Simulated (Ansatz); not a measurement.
# How the c axis length of IrB2 (model structure, P6₃/mmc, No. 194, 6 atoms in the cell) moves with the method

No measured value is used here.

| level (code) | value (Å) |
|---|---|
| LDA (Ansatz) | 6.971 |
| PBE (Ansatz) | 7.059 |
| PBE-D3(BJ) (Ansatz) | 7.063 |
| r²SCAN (Ansatz) | 7.021 |
| r²SCAN+rVV10 (Ansatz) | 7.023 |

Density-functional levels without +SOC have no spin–orbit coupling. LDA, PBE, PBE-D3(BJ), r²SCAN, r²SCAN+rVV10: the run has no spin polarisation, so it can have missed a magnetic state. Cutoffs differ between the levels. Ansatz's density-functional and Hartree–Fock values are scalar-relativistic unless marked +SOC, with PAW data made under PBE.

A model structure was made by putting elements into a prototype or built by hand; it is no filed structure, need not be a known phase, and can be a saddle point held by its symmetry.

Ansatz is a first-principles code.
